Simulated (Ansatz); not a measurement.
Start from HfO2 in the fluorite structure (space group Fm-3m, No. 225; a = 5.0981 Å).

All numbers come from Kohn–Sham DFT with the PBE functional, run in Ansatz (a program for electronic structure) with PAW and 420 eV plane waves, scalar-relativistic without spin-orbit coupling, earlier PAW set.

For the base:

| Property | Result |
|---|---|
| Gap character | direct at X |

Modification: a hydrostatic pressure of 9 GPa.

Q: Predict the new gap character.

A: The gap character remains direct at X.

Q: Estimate the effect on the mean gap deformation potential ΔEg/Δln V.

A: The mean gap deformation potential ΔEg/Δln V amounts to -2.5 eV.

With Hf present, leaving out spin-orbit coupling can change the band edges. Load acts through the strain it causes; cell and atoms are relaxed under it. No phonon test of stability was made. No other phases were tried under pressure. This is not the structure that HfO2 has at room temperature and ambient pressure.
